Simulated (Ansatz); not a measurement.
Band structure of LaAl₃Au (I4mm, 5 atoms in the cell).

```
CELL_PARAMETERS angstrom
     -2.19956     2.19956     5.50630
      2.19956    -2.19956     5.50630
      2.19956     2.19956    -5.50630
ATOMIC_POSITIONS crystal
  La 0.98908 0.98908 0.00000
  Al 0.39835 0.39835 0.00000
  Al 0.25027 0.75027 0.50000
  Al 0.75027 0.25027 0.50000
  Au 0.62802 0.62802 0.00000
```

Method: PBEsol, PAW files made with PBE (plane waves; Ansatz, a program for electronic structure).

Settings: kpoints.mp_grid.grid = 9 9 9; hamiltonian.xc = pbesol; hamiltonian.pseudopotentials = {kind: paw} (an earlier, softer set of the program's PAW files); scf.occupations.method = fermi_dirac; scf.occupations.width = 0.0073 Ry; kpoints.band_path.npoints = 8.

The starting cell comes from a database of computed structures (which also holds hypothetical and non-ambient phases and stackings), without a prior relaxation at this level. Its lattice was rescaled by a random factor within 2.5 % of one. Spin-orbit coupling is off.

Levels in eV from the Fermi level, bands 16 to 23:
```csv
point,16,17,18,19,20,21,22,23
Γ,-3.45,-1.44,-1.44,-1.33,1.15,1.15,1.25,1.65
X,-3.93,-3.93,-2.27,-1.70,-1.18,1.47,1.82,1.83
Y,-3.86,-3.20,-2.36,-1.58,-1.20,1.38,1.79,1.80
S,-4.44,-1.42,-1.18,-0.59,0.73,0.93,1.58,1.76
Z,-1.32,-1.32,-1.19,0.38,0.76,1.08,1.08,1.60
S1,-4.44,-1.42,-1.18,-0.59,0.73,0.93,1.58,1.76
N,-3.18,-2.89,-1.01,-0.27,0.58,0.60,1.49,1.67
P,-3.94,-3.94,-1.99,-1.44,-1.44,0.67,1.82,1.82
Y1,-3.86,-3.20,-2.36,-1.58,-1.20,1.38,1.79,1.80
```

Bands cross the Fermi level along this path, so the cell is metallic at this level.

Keys are those of Ansatz 0.2.
